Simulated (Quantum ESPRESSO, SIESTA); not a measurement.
A Quantum ESPRESSO input for a self-consistent single point of CuAu (P4/mmm, 2 atoms in the cell) (DFT, PBE, plane waves, PSlibrary PAW (PBE) pseudopotentials):

```fortran
&control
   calculation = 'scf'
   prefix = 'cuau'
   outdir = './tmp/'
   pseudo_dir = './'
   tprnfor = .true.
   tstress = .true.
/
&system
   ibrav = 0
   nat = 2
   ntyp = 2
   ecutwfc = 50
   ecutrho = 450
   occupations = 'smearing'
   smearing = 'gaussian'
   degauss = 0.019992
/
&electrons
   conv_thr = 1e-10
/
ATOMIC_SPECIES
Cu    63.5460  Cu.pbe-dn-kjpaw_psl.1.0.0.UPF
Au   196.9666  Au.pbe-n-kjpaw_psl.1.0.0.UPF
ATOMIC_POSITIONS bohr
Cu    0.000000000    0.000000000    0.000000000
Au    2.592704243    2.592704243    3.398294490
K_POINTS automatic
12 12 10  0 0 0
CELL_PARAMETERS angstrom
   2.744000000     0.000000000     0.000000000
   0.000000000     2.744000000     0.000000000
   0.000000000     0.000000000     3.596600000
```

Problem. Write the same calculation as an input for SIESTA.

Solution. This is the input that was run; spellings and numerical settings could be chosen otherwise.

```
# files in the folder: Cu.psml Au.psml (PseudoDojo PBE standard)
SystemName  CuAu
SystemLabel CuAu

NumberOfAtoms                2
NumberOfSpecies              2
%block ChemicalSpeciesLabel
  1 29 Cu
  2 79 Au
%endblock ChemicalSpeciesLabel
LatticeConstant              1.0 Ang
%block LatticeVectors
     2.744000000    0.000000000    0.000000000
     0.000000000    2.744000000    0.000000000
     0.000000000    0.000000000    3.596600000
%endblock LatticeVectors
AtomicCoordinatesFormat      ScaledCartesian
%block AtomicCoordinatesAndAtomicSpecies
     0.000000000    0.000000000    0.000000000  1
     1.372000000    1.372000000    1.798300000  2
%endblock AtomicCoordinatesAndAtomicSpecies

XC.functional                GGA
XC.authors                   PBE
PAO.BasisSize                DZP
PAO.EnergyShift              0.01 Ry
MeshCutoff                   350 Ry
%block kgrid.MonkhorstPack
   12   0   0  0.0
    0  12   0  0.0
    0   0  10  0.0
%endblock kgrid.MonkhorstPack
OccupationFunction           MP
OccupationMPOrder            0
ElectronicTemperature        3156.43 K

MaxSCFIterations             150
SCF.Mixer.Method             Broyden
SCF.Mixer.Weight             0.1
SCF.Mixer.History            6
SCF.DM.Tolerance             1.0E-04
Diag.ParallelOverK           true
WriteForces                  true
```

Basis settings and potentials, where a program has them, do not carry over. This input uses DFT, GGA PBE, numerical atomic orbitals DZP, PseudoDojo PBE standard norm-conserving potentials (rewritten from UPF to PSML). Both were run: pressure 19.44 GPa in Quantum ESPRESSO and 18.15 in SIESTA.

On SIESTA: the starting cell has typed, rounded lattice constants, without a prior relaxation at this level. For this run, on top of that: lattice scaled by 0.98. Spin polarisation is off. Values carry the incompleteness of an atom-centred basis. With a pressure of about 18 GPa the cell is away from its equilibrium volume at this level.

On Quantum ESPRESSO: the starting cell has typed, rounded lattice constants, without a prior relaxation at this level. For this run, on top of that: lattice scaled by 0.98. Spin polarisation is off. With a pressure of about 19 GPa the cell is away from its equilibrium volume at this level.
